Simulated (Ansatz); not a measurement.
Consider C in the diamond structure (space group Fd-3m, No. 227).

```yaml
crystal:
  lattice:
    - [0.00000, 1.78014, 1.78014]
    - [1.78014, 0.00000, 1.78014]
    - [1.78014, 1.78014, 0.00000]
  atoms:
    - { symbol: C, position: [0.50000, 0.50000, 0.50000] }
    - { symbol: C, position: [0.75000, 0.75000, 0.75000] }
```

Cartesian axes are those of the cell as printed.

Computed with DFT with r2SCAN, PAW potentials and a 500 eV plane-wave cutoff in Ansatz (an electronic-structure program), without spin-orbit coupling, earlier PAW set.

For the base:

The valence-band top at Γ comes out as 0.00, 0.00, 0.00 eV.

The change: the symmetric strain tensor [-0.0125 -0.0159 0.0011; -0.0159 -0.0210 -0.0075; 0.0011 -0.0075 -0.0121], atoms relaxed at fixed cell.

How does this affect the valence-band top at Γ and stress?

The valence-band top at Γ (three highest levels, from the VBM) goes from 0.00, 0.00, 0.00 eV to 0.00, -0.19, -0.23 eV; the stress (xx, yy, zz, yz, xz, xy; compression positive) comes out as (20.48, 29.55, 19.47, 9.92, -1.29, 21.14) GPa.

The levels and masses belong to the bands next to the band gap. Stability against distortions was not tested.
